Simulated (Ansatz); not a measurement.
# Response to strain in hypothetical diamond B

Consider B in the diamond structure (space group Fd-3m, No. 227; a = 4.052 Å; a hypothetical phase, not in the database extracts checked; relaxed with 0.1 eV smearing). Axes: x, y, z lie along the cube axes.

Strains are applied to the cell and any free atomic positions relax.

Level of theory: PBE in Ansatz (plane waves to 420 eV, PAW, without spin-orbit coupling).

Candidates:
(a) isotropic strain +0.78 %
(b) isotropic strain −2.17 %
(c) strain tensor (xx, yy, zz, yz, xz, xy) = (−0.53, +1.03, +0.88, −0.13, +0.46, −0.02) %

Notes on the quantities. energy relative to the base: free energy F.

Q: Order them by energy relative to the base, lowest first.

A: (c) strain tensor (xx, yy, zz, yz, xz, xy) = (−0.53, +1.03, +0.88, −0.13, +0.46, −0.02) % (+0.4 meV/atom), (a) isotropic strain +0.78 % (+2.4 meV/atom), (b) isotropic strain −2.17 % (+21 meV/atom)

Stability against distortions was not tested.

Ansatz is a quantum-chemistry and plane-wave program.
